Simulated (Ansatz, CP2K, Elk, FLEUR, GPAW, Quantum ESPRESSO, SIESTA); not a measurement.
## One structure in several programs: CdS (F-43m, 2 atoms in the cell)

Self-consistent single point, at a second geometry (lattice scaled by 0.98). First geometry:

```
CELL_PARAMETERS angstrom
      0.00000     2.88351     2.88351
      2.88351     0.00000     2.88351
      2.88351     2.88351     0.00000
ATOMIC_POSITIONS crystal
  Cd 0.00000 0.00000 0.00000
  S  0.25000 0.25000 0.25000
```

Shared settings, as Ansatz (a program for electronic structure) writes them: kpoints.mp_grid.grid = 10 10 10; scf.occupations.method = fixed. Potentials and cutoffs stand in the table.

```csv
code,model,ΔF from the first geometry (meV/atom),pressure (GPa),gap on the mesh (eV),cutoff
CP2K,"PBE, GPW, DZVP-MOLOPT-PBE-GTH basis, GTH-PBE potentials (POTENTIAL_UZH)",76.6,11.60,1.328,grid 500 Ry
SIESTA,"GGA PBE, numerical atomic orbitals DZP, PseudoDojo PBE standard norm-conserving potentials (rewritten from UPF to PSML)",68.7,10.72,1.657,grid 350 Ry
FLEUR,"PBE, all-electron FLAPW (FLEUR), scalar-relativistic valence",70.0,–,1.344,Kmax 4.7 1/bohr
Elk,"PBE, all-electron FP-LAPW, Elk's shipped species files, APW+lo basis with extra local orbitals",70.9,–,1.283,rgkmax 7.5
GPAW,"PBE, GPAW PAW datasets PBE (gpaw-data 1.0.1)",66.5,10.21,1.317,550 eV
Quantum ESPRESSO,"PBE, SSSP 1.1.2 efficiency (PBE) pseudopotentials",70.1,9.95,1.310,45 Ry
Ansatz,"PBE, default PAW files",68.4,10.51,1.339,420 eV
```

For Quantum ESPRESSO (by 0.8 GPa) the energy change implies a higher mean pressure, against the two pressures, than for the other programs: a sign of finite-basis (Pulay) stress.

A dash marks a value that a program does not give, or that is left out as unsure.

Gaps are read on the mesh.

The spread over the programs that give each value: ΔF from the first geometry within 10.1 meV/atom; pressure within 1.65 GPa; gap on the mesh within 0.374 eV.

CP2K and SIESTA use small atom-centred bases, whose incompleteness enters pressures, forces and empty levels differently from a plane-wave cutoff. FLEUR and Elk treat all electrons, but the usual bases taken here (sphere radii, linearisation, local orbitals, empty states) were not tested for convergence, so the values are no reference for the others. Ansatz's pressure is given at a fixed set of plane waves, as the other plane-wave codes print theirs; with its correction for the finite basis it is 10.55 GPa. In the pressure, CP2K (by 1.39) lies more than 1 GPa from the median of the plane-wave programs. In the gap, SIESTA (by 0.340) lies more than 0.12 eV from the median of the plane-wave programs.

The starting cell comes from a database of computed structures (which also holds hypothetical and non-ambient phases and stackings), without a prior relaxation at this level. Its lattice was rescaled by a random factor within 2.5 % of one. For this run, on top of that: lattice scaled by 0.98.

Keys are those of Ansatz 0.2.
